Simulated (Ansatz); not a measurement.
Functionals compared on a constructed model of the (111) surface of fcc Rh, a pseudomorphic layer of Os in the host's stacking (bottom of the slab: a bare face, its two planes held), in Ansatz (plane waves, PAW). The structure was relaxed with PBE; the other rows are single points on it. Cutoff 420 eV (500 eV for r2SCAN).

Slab: 7 atoms, 13.6 Å thick at the start with caps and adatoms (thin: gaps and levels are the slab's own); k 16x16x1, smearing 0.1 eV, dipole-corrected; 2 atoms held, the rest relaxed; held to the start's symmetry, so lower structures may exist; no spin, no spin-orbit, no U. It is one candidate, not shown to be the stable structure of the face. These notes are the PBE run's.

| functional | work function of the top face (eV) | rough cost of the single point |
|---|---|---|
| PBE | 5.47 | – |
| RPBE | 5.33 | roughly 17 core-seconds |
| r2SCAN | ___ | very roughly 40 core-seconds |

### Question
What belongs in the gaps?

### Answer

- r2SCAN, work function of the top face (eV): 5.56

Ansatz is an electronic-structure program.
